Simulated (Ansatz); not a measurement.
A computed series for BN: response to strain

Start from BN in the wurtzite structure (space group P6_3mc, No. 186; a = 2.523 Å, c = 4.175 Å). Axes: x lies along a and z along c of the hexagonal cell.

Strains are applied to the cell and any free atomic positions relax; under biaxial strain the out-of-plane vector relaxes too.

All numbers come from LDA (Ansatz, an electronic-structure program), no SOC.

```tsv
biaxial strain, plane normal [001], relaxed out of plane (%)	out-of-plane strain (%)
-3	0.36
-2.4	0.29
-1.8	0.21
-1.2	0.14
-0.6	?
0	0.00
```

Problem. Fit ε⊥ = −νε + γε² (strains in %) to the rows shown and predict the withheld row.

Solution. Least squares on the printed values gives ν = 0.11 (the biaxial Poisson response) and γ = 0.002 (largest residual 0.00 %); this predicts 0.07 %, and the run gives 0.07 %, in agreement.

Whether these cells are dynamically stable was not tested.
